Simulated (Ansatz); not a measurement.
Take TiS2 in the CdI2 type structure (space group P-3m1, No. 164; a = 3.359 Å, c = 5.520 Å; layered, stacked along the Cartesian z axis; relaxed with 0.1 eV smearing) as the base. Axes: x lies along a and z along c of the hexagonal cell.

The values are results of PBE-D3(BJ), PAW, 420 eV (Ansatz, a first-principles code; spin-orbit coupling left out), not measurements.

Before the change:

```
Item                            Result
-----------------------------  -------
Shortest interatomic distance  2.409 Å
```

It is then changed as follows: uniaxial stress, 8 GPa compression along z; all other stress components relax to zero.

Problem. Estimate the effect on the strain response.

Solution. The strain response (xx, yy, zz) comes out as (+1.04, +1.04, −7.99) %.

Problem. How does this affect the energy relative to the base?

Solution. The energy increases by 30 meV/atom.

Problem. What happens to the shortest interatomic distance?

Solution. The shortest interatomic distance shrinks by 0.010 Å (2.409 Å → 2.399 Å).

Beyond what the load breaks, stability against distortions was not tested. All final runs are without spin polarisation.
